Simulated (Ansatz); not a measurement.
**A computed series for NbP: response to strain**

Start from NbP (space group I4_1md, No. 109; a = 3.347 Å, c = 11.430 Å; relaxed with 0.1 eV smearing). Axes: x, y, z lie along a, b, c of the conventional cell.

Strains are applied to the cell and any free atomic positions relax; under biaxial strain the out-of-plane vector relaxes too.

Computed with PBE in Ansatz (plane waves to 420 eV, PAW, no spin-orbit coupling).

Candidates:
(a) biaxial strain +0.72 %, plane normal [001], relaxed out of plane
(b) isotropic strain +0.67 %
(c) isotropic strain −0.97 %
(d) biaxial strain +2.27 %, plane normal [001], relaxed out of plane
(e) isotropic strain −2.67 %

Notes on the quantities. energy relative to the base: free energy F.

Q: Order them by energy relative to the base, lowest first.

A: (a) biaxial strain +0.72 %, plane normal [001], relaxed out of plane (+1.9 meV/atom), (b) isotropic strain +0.67 % (+3.7 meV/atom), (c) isotropic strain −0.97 % (+8.3 meV/atom), (d) biaxial strain +2.27 %, plane normal [001], relaxed out of plane (+18 meV/atom), (e) isotropic strain −2.67 % (+66 meV/atom)

Stability against distortions was not tested. The final runs are not spin-polarised.

Ansatz is a quantum-chemistry and plane-wave program.
